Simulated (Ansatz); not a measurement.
Results of G0W0@PBEsol (plane waves, hard PAW, contour deformation; Ansatz, a first-principles code) for MgO (Pm-3n, No. 223; start mp-1101930; another space group than a measured phase of this formula).

The same calculation (at the PBEsol cell, 14.559 Å³/atom) with different numerical settings; throughout: k mesh 2×2×2:

| run | response cutoff (eV) | empty bands | quasiparticle gap on the mesh (eV) | quasiparticle gap at Γ (eV) | rough time |
|---|---|---|---|---|---|
| 1 | 70 | 427 | 4.775 | 4.775 | 5 core-min |
| 2 | 105 | 784 | 4.991 | 4.991 | 20 core-min |
| 3 | 140 | 1207 | 5.133 | 5.133 | 20 core-min |
| 4 | 175 | 1687 | 5.229 | 5.229 | 40 core-min |
| 5 | 210 | 2218 | 5.306 | 5.306 | 80 core-min |
| 6 | 280 | 3415 | 5.387 | 5.387 | 4 core-h |

In the column quasiparticle gap on the mesh (eV) the first row differs from the last by -0.612 and the next to last by -0.081.

The last row is no converged limit: other settings stay fixed.

A start named mp-… is a Materials Project structure, which can be a computed phase never made.
